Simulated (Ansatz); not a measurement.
The starting structures come from a database of crystals and need not be the phases stable at ambient conditions.

The decay constant κ of evanescent states in the gap governs leakage through a thin film.

Consider the following.

```
CELL_PARAMETERS angstrom
      5.68674     0.00000     0.00000
     -2.84337     4.92486     0.00000
      2.84337     1.64162     4.64167
ATOMIC_POSITIONS crystal
  La 0.92846 0.46423 0.60731
  La 0.92846 0.96423 0.10731
  W  0.43224 0.21612 0.35164
  W  0.43224 0.71612 0.85164
  N  0.89292 0.89544 0.66204
  N  0.44252 0.99748 0.66204
  N  0.34048 0.44504 0.66204
  N  0.34048 0.39544 0.16204
  N  0.89292 0.49748 0.16204
  N  0.44252 0.94504 0.16204
```

Space group of this cell: R3c. The cell is taken as given; by PBEsol its mean pressure is -4.6 GPa.

Transport runs along the normal of the first two printed cell vectors, the (001) plane of the conventional cell.

No gap correction and no spin-orbit coupling; mid-gap values are interpolated between computed energies.

Task: Compute, with PBEsol run with Ansatz (a first-principles code), the band gap and the smallest decay constant κ at mid-gap.

Result: Gap 1.18 eV on a 8×8×8 mesh; κ = 0.226 1/Å, at (0.333, 0.000) of the in-plane reciprocal vectors. At the zone centre, at the nearest computed energy, the slowest state has κ = 0.30 1/Å.
